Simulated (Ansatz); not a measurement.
Consider CdSe in the wurtzite structure (space group P6_3mc, No. 186; a = 4.383 Å, c = 7.155 Å).

Modification: hydrostatic tension (pressure −1 GPa).

Levels (all Ansatz, a quantum-chemistry and plane-wave program, PAW, earlier PAW set): PBE (420 eV, without spin-orbit coupling); PBE+SOC (420 eV, with spin-orbit coupling).

The geometry is relaxed with PBE.

* **PBE electron mass**: 0.053 mₑ (at Γ)
* **PBE valence-band top at Γ**: 0.00, 0.00, -0.04 eV
* **PBE lowest conduction level above the VBM at special points**: Γ 0.49 eV; A 2.21 eV; L 2.88 eV; M 3.04 eV

What does PBE+SOC give at this geometry for the electron mass, valence-band top at Γ and lowest conduction level above the VBM at special points?

The electron mass goes from 0.053 mₑ (at Γ) to 0.049 mₑ (at Γ); the valence-band top at Γ (three highest Kramers pairs, from the VBM) becomes 0.00, -0.02, -0.38 eV (PBE: 0.00, 0.00, -0.04 eV); the lowest conduction level above the VBM at special points changes from Γ 0.49 eV; A 2.21 eV; L 2.88 eV; M 3.04 eV to Γ 0.37 eV; A 2.09 eV; L 2.76 eV; M 2.91 eV.

Single points use the geometry relaxed with PBE. The spin-orbit shifts are approximate. The levels and masses belong to the bands next to the band gap. Load acts through the strain it causes; cell and atoms are relaxed under it. Effective masses come from finite differences of ±0.01 Å⁻¹. Stability against distortions was not tested.
